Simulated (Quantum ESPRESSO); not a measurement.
A self-consistent single point of TbHg (P4mm, 2 atoms in the cell) with Quantum ESPRESSO.

Level of theory: PBEsol, SSSP 1.1.2 efficiency (PBE) pseudopotentials (plane waves; Quantum ESPRESSO 7.5).

```
CELL_PARAMETERS angstrom
      3.69275     0.00000     0.00000
      0.00000     3.69275     0.00000
      0.00000     0.00000     3.69275
ATOMIC_POSITIONS crystal
  Tb 0.50000 0.50000 0.51354
  Hg 0.00000 0.00000 0.00000
```
Moments meant for the start (each program seeds them in its own way; μB, in the order of the atoms Tb Hg): 6.0 0.0.

Reference input (self-consistent single point, DFT, PBEsol, plane waves, SSSP 1.1.2 efficiency (PBE) pseudopotentials): ecutwfc = 60 Ry; ecutrho = 480 Ry; occupations = smearing; smearing = fd; degauss = 0.0073499 Ry; nspin = 2; input_dft = pbesol; potentials = {Tb: Tb.GGA-PBE-paw-v1.0.UPF, Hg: Hg_ONCV_PBE-1.0.oncvpsp.upf}; K_POINTS = automatic 4 4 4 0 0 0; conv_thr = 1e-10 Ry; mixing_beta = 0.4. This run's input differs from it in these lines:

```diff
@@ -14,5 +14,3 @@
   ecutrho = 480
-  occupations = 'smearing'
-  smearing = 'fd'
-  degauss = 0.0073499
+  occupations = 'tetrahedra_opt'
   nspin = 2
```

Output, abridged:

```
     Self-consistent Calculation

     iteration #  1     ecut=    60.00 Ry     beta= 0.40

     total energy              =   -1027.79039349 Ry
     estimated scf accuracy    <       3.85871346 Ry

     total magnetization       =     3.33 Bohr mag/cell
     absolute magnetization    =     3.45 Bohr mag/cell

     iteration #  2     ecut=    60.00 Ry     beta= 0.40

     total energy              =   -1028.78848182 Ry
     estimated scf accuracy    <      48.60735211 Ry

     total magnetization       =     0.72 Bohr mag/cell
     absolute magnetization    =     0.73 Bohr mag/cell

     iteration #  3     ecut=    60.00 Ry     beta= 0.40

   [... lines left out ...]

   [... 95 blocks of this kind left out ...]

     iteration # 99     ecut=    60.00 Ry     beta= 0.40

     total energy              =   -1030.96904619 Ry
     estimated scf accuracy    <       0.00029279 Ry

     total magnetization       =     6.08 Bohr mag/cell
     absolute magnetization    =     6.09 Bohr mag/cell

     iteration #100     ecut=    60.00 Ry     beta= 0.40

     total energy              =   -1030.96908776 Ry
     estimated scf accuracy    <       0.00013438 Ry

     total magnetization       =     6.08 Bohr mag/cell
     absolute magnetization    =     6.09 Bohr mag/cell
     End of self-consistent calculation

     convergence NOT achieved after 100 iterations: stopping

   JOB DONE.
```

The run ended unconverged after 100 iterations. 

The starting cell comes from a database of computed structures (which also holds hypothetical and non-ambient phases and stackings), without a prior relaxation at this level. Its lattice was rescaled by up to half a per cent. One atom was moved a little off its site on purpose.

Cost on one core of a shared machine: roughly 9 min.
